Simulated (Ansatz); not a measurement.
The reference is Be in the hcp (Mg type) structure (space group P6_3/mmc, No. 194; a = 2.263 Å, c = 3.566 Å; relaxed with 0.1 eV smearing). Axes: x lies along a and z along c of the hexagonal cell.

Level of theory: Kohn–Sham DFT with the PBE functional, run in Ansatz (an electronic-structure program) with PAW and 420 eV plane waves, no SOC.

Modification: the cell is scaled by 0.9900 in all directions, atoms relaxed at fixed cell.

Problem. Predict the stress tensor and what it implies for the stiffness.

Solution. Stress of the strained cell less that of the base (GPa, compression positive):
```
    3.7     0.0     0.0
    0.0     3.7     0.0
    0.0     0.0     4.3
```

Then B = −ΔP/(ΔV/V₀) with ΔV/V₀ = -0.0297 gives secant stiffness values (nonlinear terms included at this strain): B (at held cell shape, above the free-shape value) ≈ 132 GPa.

No phonon test of stability was made.
